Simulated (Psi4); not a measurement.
Psi4 1.11, BP86/def2-svp: Mo(S)2(Cl)(NH2) ([NH2][Mo](=[S])(=[S])[Cl]), 7 atoms. The geometry is a generated start, not checked to be a minimum at this level.

```
Quantity                                             Result
--------------------------  -------------------------------
task                                                 energy
method                                                 bp86
basis                                              def2-svp
memory                                                 3 GB
maxiter                                                 100
keys of the molecule block                      symmetry c1
scf_type                                       df (default)
guess                        auto, which took SAD (default)
scf_initial_accelerator                     adiis (default)
e_convergence                               1e-06 (default)
d_convergence                               1e-06 (default)
dft_radial_points                              75 (default)
dft_spherical_points                          302 (default)
effective core potentials   those of the basis set, past Kr
basis functions                                         109
grid points                                          151201
```

```xyz
7

Mo    -0.2893    -0.2095     0.5848
S     -0.5176     1.5749     1.7633
S      1.1548    -1.5015     1.5132
Cl    -2.1917    -1.2282     0.3996
N      0.4468     0.3270    -1.0776
H      1.1190    -0.1917    -1.6510
H      0.2782     1.2290    -1.5323
```

Charge 0 and multiplicity 1 are set for this test and not shown to be the ground state.

One run each on 2 threads. Values of diis_max_vecs tried: 3, 6, 10 (default), 20.

Problem. How does the count of SCF iterations change with diis_max_vecs, and where is it least?

Solution. Fewest SCF iterations, within one of each other: 10 (default) with 13, 20 with 13. The count rises to 96 at 3. All converge to one solution.

```
diis_max_vecs  SCF iterations            end
-------------  --------------  -------------
3                          96  same solution
6                          16  same solution
10 (default)               13  same solution
20                         13  same solution
```
